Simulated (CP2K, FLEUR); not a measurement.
A FLEUR input for a self-consistent single point of Be (P6_3/mmc, 2 atoms in the cell) (DFT, PBE, all-electron FLAPW (FLEUR), scalar-relativistic valence):

Input of the input generator:

```
Be FLAPW
&input film=f /
4.2310250161 -0.0000000076 0.0000000000
-2.1155125015 3.6641751517 0.0000000000
0.0000000000 0.0000000000 6.6770732511
1.0
1.0 1.0 1.0

2
4 0.3333333333 0.6666666667 0.7500000000
4 0.6666666667 0.3333333333 0.2500000000

&comp jspins=1 /
&kpt div1=13 div2=13 div3=8 gamma=t /
&end /
```

```xml
<?xml version="1.0" encoding="UTF-8" standalone="no"?>
<fleurInput fleurInputVersion="0.39">
   <comment>
      Be FLAPW                                                                                            
   </comment>
   <calculationSetup>
      <cutoffs Kmax="4.2" Gmax="16.8" GmaxXC="16.8" numbands="0"/>
      <scfLoop itmax="100" minDistance="0.00001" maxIterBroyd="25" imix="Anderson" alpha="0.05" precondParam="0.0" spinf="2.0"/>
      <coreElectrons ctail="T" frcor="F" kcrel="0" coretail_lmax="0"/>
      <xcFunctional name="pbe" relativisticCorrections="F"/>
      <magnetism jspins="1"/>
      <soc l_soc="F" theta="0.0" phi="0.0" spav="F"/>
      <expertModes spex="0" secvar="F"/>
      <geometryOptimization l_f="T" forcealpha="1.0" forcemix="BFGS" epsdisp="0.00001" epsforce="0.00001"/>
      <ldaU l_linMix="F" mixParam="0.05" spinf="1.0"/>
   </calculationSetup>
   <cell>
      <bzIntegration valenceElectrons="4.0" mode="hist" fermiSmearingEnergy="0.00183747">
         <kPointListSelection listName="default-1"/>
         <!-- k-points included here -->
         <xi:include xmlns:xi="http://www.w3.org/2001/XInclude" href="kpts.xml"> </xi:include>
      </bzIntegration>
      <!-- symmetry operations included here -->
      <xi:include xmlns:xi="http://www.w3.org/2001/XInclude" href="sym.xml"> </xi:include>
      <bulkLattice scale="1.0">
         <bravaisMatrix>
            <row-1>    4.2310250161000003    -0.0000000076000000     0.0000000000000000</row-1>
            <row-2>   -2.1155125015000000     3.6641751516999999     0.0000000000000000</row-2>
            <row-3>    0.0000000000000000     0.0000000000000000     6.6770732511000004</row-3>
         </bravaisMatrix>
      </bulkLattice>
   </cell>
   <atomSpecies>
      <species name="Beryllium (Be)" element="Be" atomicNumber="4">
         <mtSphere radius="1.93" gridPoints="669" logIncrement="0.015"/>
         <atomicCutoffs lmax="8" lnonsphr="6"/>
         <electronConfig flipSpins="F">
            <coreConfig>(1s1/2)</coreConfig>
            <valenceConfig>(2s1/2)</valenceConfig>
         </electronConfig>
         <energyParameters s="2" p="2" d="3" f="4"/>
      </species>
   </atomSpecies>
   <atomGroups>
      <atomGroup species="Beryllium (Be)">
         <relPos label="                   1">1.000/3.000 -1.000/3.000 -1.000/4.000</relPos>
         <relPos label="                   2">-1.000/3.000 1.000/3.000 1.000/4.000</relPos>
         <force calculate="T" relaxXYZ="TTT"/>
      </atomGroup>
   </atomGroups>
   <output dos="F" band="F" slice="F">
      <checks vchk="F" cdinf="F"/>
      <bandDOS minEnergy="-.5*Htr" maxEnergy="0.5*Htr" sigma="0.015" storeEVData="T"/>
      <vacuumDOS vacdos="F" integ="F" star="F" nstars="0" locx1="0.0" locy1="0.0" locx2="0.0" locy2="0.0" nstm="0" tworkf="0.0"/>
      <unfoldingBand unfoldBand="F" supercellX="1" supercellY="1" supercellZ="1"/>
      <plotting iplot="0" polar="F">
         <plot TwoD="T" vec1="  1.0  0.0  0.0" vec2="  0.0  1.0  0.0" vec3="  0.0  0.0  1.0" zero="  0.0  0.0  0.0" file="plot"/>
      </plotting>
      <chargeDensitySlicing numkpt="0" minEigenval="0.0" maxEigenval="0.0" nnne="0" pallst="F"/>
      <specialOutput eonly="F"/>
      <magneticCircularDichroism mcd="F" energyLo="-10.0" energyUp="0.0"/>
   </output>
  <!-- We include the file relax.xml here to enable relaxations (see documentation) -->
  <xi:include xmlns:xi="http://www.w3.org/2001/XInclude" href="relax.xml"> <xi:fallback/> </xi:include>
</fleurInput>
```

Question: Give the CP2K input for the same structure, mesh, smearing and functional.

Answer: This is the input that was run; spellings and numerical settings could be chosen otherwise.

```
&GLOBAL
  PROJECT bulk
  RUN_TYPE ENERGY_FORCE
  PRINT_LEVEL MEDIUM
&END GLOBAL
&FORCE_EVAL
  METHOD Quickstep
  STRESS_TENSOR ANALYTICAL
  &DFT
    BASIS_SET_FILE_NAME BASIS_MOLOPT_UZH
    POTENTIAL_FILE_NAME POTENTIAL_UZH
    &QS
      METHOD GPW
      EPS_DEFAULT 1E-10
    &END QS
    &MGRID
      CUTOFF 650
      REL_CUTOFF 50
      NGRIDS 5
    &END MGRID
    &SCF
      SCF_GUESS ATOMIC
      EPS_SCF 1E-7
      MAX_SCF 100
      ADDED_MOS 4
      &DIAGONALIZATION
        ALGORITHM STANDARD
      &END DIAGONALIZATION
      &MIXING
        METHOD BROYDEN_MIXING
        ALPHA 0.3
        NBUFFER 10
        BETA 1.5
      &END MIXING
      &SMEAR ON
        METHOD FERMI_DIRAC
        ELECTRONIC_TEMPERATURE [K] 580.23
      &END SMEAR
    &END SCF
    &KPOINTS
      SCHEME MONKHORST-PACK 13 13 8
      GAMMA_CENTERED T
    &END KPOINTS
    &XC
      &XC_FUNCTIONAL PBE
      &END XC_FUNCTIONAL
    &END XC
    &PRINT
      &MO
        EIGENVALUES T
        OCCUPATION_NUMBERS T
        NDIGITS 8
        FILENAME mo
        &EACH
          QS_SCF 0
        &END EACH
        ADD_LAST NUMERIC
      &END MO
      &MULLIKEN ON
      &END MULLIKEN
    &END PRINT
  &END DFT
  &SUBSYS
    &CELL
      ABC 2.23896200 2.23896203 3.53335500
      ALPHA_BETA_GAMMA 90.00000000 90.00000000 119.99999962
      PERIODIC XYZ
    &END CELL
    &COORD
      Be      -0.00000112     1.29266598     2.65001625
      Be       1.11948212     0.64633202     0.88333875
    &END COORD
    &KIND Be
      BASIS_SET DZVP-MOLOPT-PBE-GTH-q4
      POTENTIAL GTH-PBE-q4
    &END KIND
  &END SUBSYS
  &PRINT
    &FORCES ON
    &END FORCES
    &STRESS_TENSOR ON
    &END STRESS_TENSOR
  &END PRINT
&END FORCE_EVAL
```

Basis settings and potentials, where a program has them, do not carry over. This input uses DFT PBE, GPW, DZVP-MOLOPT-PBE-GTH basis, GTH-PBE potentials (POTENTIAL_UZH).

The starting cell comes from a database of computed structures (which also holds hypothetical and non-ambient phases and stackings), without a prior relaxation at this level. Its lattice was rescaled by a random factor within 2.5 % of one.
